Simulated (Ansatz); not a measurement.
The starting structures come from a database of crystals and need not be the phases stable at ambient conditions.

 Where the default PAW files enter, the runs use the earlier of Ansatz's two default sets.

Given:

```
Zn2HO5P
1.0
    5.61130     0.00000     0.00000
   -1.40680     6.43421     0.00000
   -0.26690     1.17402     5.63029
Zn H P O
4 2 2 10
Direct
  0.61300   0.50010   0.25090
  0.38700   0.49990   0.74910
  0.97190   0.81170   0.74010
  0.02810   0.18830   0.25990
  0.57090   0.82050   0.92000
  0.42910   0.17950   0.08000
  0.16300   0.72330   0.25070
  0.83700   0.27670   0.74930
  0.22430   0.84720   0.99470
  0.77570   0.15280   0.00530
  0.05820   0.86540   0.38930
  0.94180   0.13460   0.61070
  0.39880   0.66540   0.37920
  0.60120   0.33460   0.62080
  0.02950   0.48670   0.75100
  0.97050   0.51330   0.24900
  0.64220   0.70220   0.89670
  0.35780   0.29780   0.10330
```

Space group of this cell: P-1. The cell is taken as given; by r2SCAN its mean pressure is -6.0 GPa.

Transport runs along the normal of the first two printed cell vectors.

The gap is the functional's own, uncorrected, and κ follows it; spin-orbit coupling is left out. Mid-gap values are interpolated between the computed energies.

Task: Give the band gap and the smallest decay constant κ at mid-gap that Ansatz (a quantum-chemistry and plane-wave program) with r2SCAN yields.

Result: Gap 3.78 eV on a 6×6×6 mesh; κ = 0.371 1/Å, at the zone centre.
